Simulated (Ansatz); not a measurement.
Take BN in the zinc blende structure (space group F-43m, No. 216; a = 3.605 Å) as the base. Axes: x, y, z lie along the cube axes.

The values are results of Ansatz (an electronic-structure program), PBEsol, PAW, cutoff 420 eV, spin-orbit coupling left out, earlier PAW set, not measurements.

Strains are applied to the cell and any free atomic positions relax; under biaxial strain the out-of-plane vector relaxes too.

One change was made to it. Results:

```tsv
quantity	base	after
electron mass	0.89 mₑ along k, 0.29 mₑ across (at X)	0.88 mₑ along k, 0.29 mₑ across (at X)
pressure (mean of the normal stresses, compression positive)	-0.01 GPa	1.37 GPa
```

Q: Which change produced these results?
A) biaxial strain −0.23 %, plane normal [001], relaxed out of plane
B) uniaxial strain ε_zz = −5.48 %
C) isotropic strain +0.88 %

A: A, biaxial strain −0.23 %, plane normal [001], relaxed out of plane. For comparison, the electron mass in the other runs: isotropic strain +0.88 % gives 0.90 mₑ along k, 0.30 mₑ across (at X); uniaxial strain ε_zz = −5.48 % gives 0.77 mₑ along k, 0.30 mₑ across (at X).

The levels and masses belong to the bands next to the band gap. Effective masses come from finite differences of ±0.01 Å⁻¹. Along k means along the line from Γ to the band edge. Whether these cells are dynamically stable was not tested.
